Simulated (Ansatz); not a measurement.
The starting structures come from a database of crystals and need not be the phases stable at ambient conditions.

 Where the default PAW files enter, the runs use the earlier of Ansatz's two default sets.

## Evanescent states of K₃Ag₃As₂ (R-3m, not sure to be the ambient phase, 8 atoms a cell, 27.7 Å³ an atom) along the normal of (001)

Level of theory: PBEsol (plane waves, PAW; Ansatz, a first-principles code).

No gap correction and no spin-orbit coupling; mid-gap values are interpolated between computed energies.

Energies count from the valence-band top; κ is the least over a 6×6 mesh across the current.

```tsv
E (eV)	κ (1/Å)	where
0.04	0.118	Γ
0.10	0.142	off Γ
0.17	0.155	off Γ
0.24	0.165	off Γ
0.32	0.174	off Γ
0.39	0.181	off Γ
0.46	0.187	off Γ
0.53	0.185	Γ
0.59	0.180	Γ
0.67	0.175	Γ
0.73	0.169	Γ
0.81	0.163	Γ
0.88	0.155	Γ
0.94	0.147	Γ
1.01	0.137	Γ
1.08	0.071	Γ
```

Q: How thick must the barrier be to attenuate the transmission by 10^6 when the electrodes' Fermi level lies at 1.01 eV, and what attenuation does that film give at 0.81 eV?

A: d = 6 ln 10 / (2 × 0.137) = 50.4 Å. At 0.81 eV it gives 6 × 0.163/0.137 = 7.1 decades.
